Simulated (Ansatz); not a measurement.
An Ansatz (an electronic-structure program) input (Kohn–Sham DFT with the LDA functional, run in Ansatz with PAW and 420 eV plane waves, spin-orbit coupling left out):

Ansatz 0.2 input:
```yaml
crystal:
  lattice:
    - [0, 2.8048935192, 2.8048935192]
    - [2.8048935192, 0, 2.8048935192]
    - [2.8048935192, 2.8048935192, 0]
  atoms:
    - { symbol: Be, position: [0, 0, 0] }
    - { symbol: Te, position: [0.25, 0.25, 0.25] }
basis: { ecutwfc: 420, ecutrho_ratio: 4, xc_grid: 2, fft_grid_basis: typed }
kpoints: { mp_grid: { grid: [10, 10, 10] } }
hamiltonian:
  xc: lda
  dispersion: none
  pseudopotentials: { kind: paw }
scf: { occupations: { method: fermi_dirac, width: 0.05 }, convergence: { dr2_threshold: 0.0000000002 } }
relax: { f_tol: 0.005, max_steps: 50 }
output: { forces: true, stress: true }
checkpoint: { write: state.ck, write_every: 1000 }
```

Question: Which symmetry and how many k-points will the program report, and about how many plane waves at Γ?

Answer: Space group F-43m (ITA 216) with 24 operations, k-points 47 of 1000, and 869 plane waves at Γ.

Question: And the final pressure?

Answer: -1.79 GPa (compression positive).

The cells carry an imposed strain or load. Stability against distortions was not tested. The cell was made from BeTe in the zinc blende structure (space group F-43m, No. 216) by this change: isotropic strain +1.00 %.
